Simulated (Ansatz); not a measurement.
System: C (model structure, started from the Si type, Cmcm, No. 63, 12 atoms in the cell). Method: LDA (Ansatz, a quantum-chemistry and plane-wave program, plane waves, PAW).

Run with plane-wave cutoff 520 eV, 14×14×4 k mesh (along the axes of the cell as run), Fermi–Dirac smearing 0.01 eV, scalar-relativistic PAW data made under PBE.

Computed at the level's own relaxed cell.

```yaml
crystal:
  lattice:
    - [1.24296, -3.49104, 0.00000]
    - [1.24296, 3.49104, 0.00000]
    - [0.00000, 0.00000, 8.27046]
  atoms:
    - { symbol: C, position: [0.75883, 0.24117, 0.44514] }
    - { symbol: C, position: [0.24117, 0.75883, 0.55486] }
    - { symbol: C, position: [0.24117, 0.75883, 0.94514] }
    - { symbol: C, position: [0.75883, 0.24117, 0.05486] }
    - { symbol: C, position: [0.43078, 0.56922, 0.65752] }
    - { symbol: C, position: [0.56922, 0.43078, 0.34248] }
    - { symbol: C, position: [0.56922, 0.43078, 0.15752] }
    - { symbol: C, position: [0.43078, 0.56922, 0.84248] }
    - { symbol: C, position: [0.97048, 0.02952, 0.40959] }
    - { symbol: C, position: [0.02952, 0.97048, 0.59041] }
    - { symbol: C, position: [0.02952, 0.97048, 0.90959] }
    - { symbol: C, position: [0.97048, 0.02952, 0.09041] }
```

Q: List the 34 lowest band energies at Γ above −25 eV (eV, relative to the valence band maximum), grouping those that round alike.

A: At Γ: -21.46, -20.79, -17.96, -14.69, -14.15, -11.98, -11.61, -11.47, -10.85, -8.06, -7.16, -7.11, -6.37, -5.67, -5.05, -4.65, -3.46, -3.42, -3.11, -2.94, -2.73, -1.95, -1.09, -0.71, 2.83, 5.18, 5.73, 5.81, 6.22, 6.39, 7.43, 7.73, 7.88, 8.54.

Note: the relaxation could raise the start's symmetry but not lower it, so the cell can be a saddle point.

A model structure was made by putting elements into a prototype or built by hand; it is no filed structure, need not be a known phase, and can be a saddle point held by its symmetry.
